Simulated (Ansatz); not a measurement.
BeTe (zinc blende start, 32-atom cell) (held in this type by symmetry, stable or not), space group F-43m.

```xyz
32
Lattice="-5.6600 5.6600 5.6600 5.6600 -5.6600 5.6600 5.6600 5.6600 -5.6600" Properties=species:S:1:pos:R:3 pbc="T T T"
Be     5.6600     2.8300    -2.8300
Be     5.6600     0.0000     0.0000
Be     5.6600    -2.8300     2.8300
Be     2.8300     5.6600    -2.8300
Be     0.0000     0.0000     0.0000
Be     2.8300     2.8300     0.0000
Be     2.8300     0.0000     2.8300
Be     5.6600     2.8300     2.8300
Be     2.8300    -2.8300     5.6600
Be     0.0000     5.6600     0.0000
Be     0.0000     2.8300     2.8300
Be     2.8300     5.6600     2.8300
Be     0.0000     0.0000     5.6600
Be     2.8300     2.8300     5.6600
Be    -2.8300     5.6600     2.8300
Be    -2.8300     2.8300     5.6600
Te     1.4150    -1.4150     4.2450
Te     7.0750     1.4150     1.4150
Te     1.4150     4.2450    -1.4150
Te    -1.4150     1.4150     4.2450
Te     1.4150     1.4150     1.4150
Te     4.2450     4.2450     1.4150
Te     4.2450     1.4150     4.2450
Te    -4.2450     4.2450     4.2450
Te    -1.4150     4.2450     1.4150
Te     1.4150     7.0750     1.4150
Te     1.4150     4.2450     4.2450
Te     4.2450    -4.2450     4.2450
Te     1.4150     1.4150     7.0750
Te     4.2450     4.2450    -4.2450
Te     4.2450     1.4150    -1.4150
Te     4.2450    -1.4150     1.4150
```

These are PBE (plane waves to 420 eV, PAW; Ansatz, a quantum-chemistry and plane-wave program) values and carry that method's errors. Scalar-relativistic, without spin–orbit coupling; with elements this heavy it can move edges by tenths of an eV. Its k-point mesh 3×3×3, Fermi–Dirac width 0.01 eV.

**Question.** List the levels next to the gap at Γ of this cell's own (folded) zone, from the top of the valence band (the table ends after a fixed count of bands, which can cut a degenerate set).

**Answer.** 
```json
[
 {"band": "v4", "E − E_v (eV)": "-1.176"},
 {"band": "v3", "E − E_v (eV)": "0.000"},
 {"band": "v2", "E − E_v (eV)": "0.000"},
 {"band": "v1", "E − E_v (eV)": "0.000"},
 {"band": "c1", "E − E_v (eV)": "2.024"},
 {"band": "c2", "E − E_v (eV)": "2.024"},
 {"band": "c3", "E − E_v (eV)": "2.024"},
 {"band": "c4", "E − E_v (eV)": "2.702"}
]
```
